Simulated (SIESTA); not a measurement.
Band structure of Li3In (I4/mmm, 4 atoms in the cell).

```
Li3In
1.0
   -2.08073     2.08073     4.22808
    2.08073    -2.08073     4.22808
    2.08073     2.08073    -4.22808
Li In
3 1
Cartesian
  0.00000   2.08073   2.11404
  2.08073   0.00000   2.11404
  0.00000   0.00000   4.22808
  0.00000   0.00000   0.00000
```

Method: LDA PW92, numerical atomic orbitals TZP, PseudoDojo LDA standard norm-conserving potentials (rewritten from UPF to PSML) run with SIESTA.

Settings: XC.functional = LDA; XC.authors = PW92; potentials = PseudoDojo LDA standard; PAO.BasisSize = TZP; PAO.EnergyShift = 0.005 Ry; MeshCutoff = 350 Ry; kgrid.MonkhorstPack = 11 11 11; OccupationFunction = MP; OccupationMPOrder = 0; ElectronicTemperature = 2320.9 K; PAO.Polarization.NonPerturbative = true; MaxSCFIterations = 150; SCF.Mixer.Method = Pulay; SCF.Mixer.Weight = 0.2.

The starting cell comes from a database of computed structures (which also holds hypothetical and non-ambient phases and stackings), without a prior relaxation at this level. Values carry the incompleteness of an atom-centred basis.

Levels in eV from the Fermi level, bands 8 to 13:
| point | 8 | 9 | 10 | 11 | 12 | 13 |
|---|---|---|---|---|---|---|
| Γ | -14.13 | -6.61 | 0.32 | 2.22 | 2.22 | 3.36 |
| X | -14.08 | -4.20 | -1.78 | -1.41 | -0.72 | 1.26 |
| Y | -14.08 | -4.51 | -1.55 | -1.37 | -1.21 | 2.28 |
| S | -14.09 | -5.31 | -2.18 | -1.89 | 1.90 | 4.29 |
| Z | -14.10 | -5.89 | -2.85 | 0.60 | 0.60 | 3.66 |
| S1 | -14.09 | -5.31 | -2.18 | -1.89 | 1.90 | 4.29 |
| N | -14.09 | -5.36 | -2.64 | -0.01 | 0.98 | 2.94 |
| P | -14.08 | -4.19 | -1.62 | -1.62 | -0.88 | 1.99 |
| Y1 | -14.08 | -4.51 | -1.55 | -1.37 | -1.21 | 2.28 |

Bands cross the Fermi level along this path, so the cell is metallic at this level.

Higher empty bands are left out: an atom-centred basis made for the valence describes them poorly.
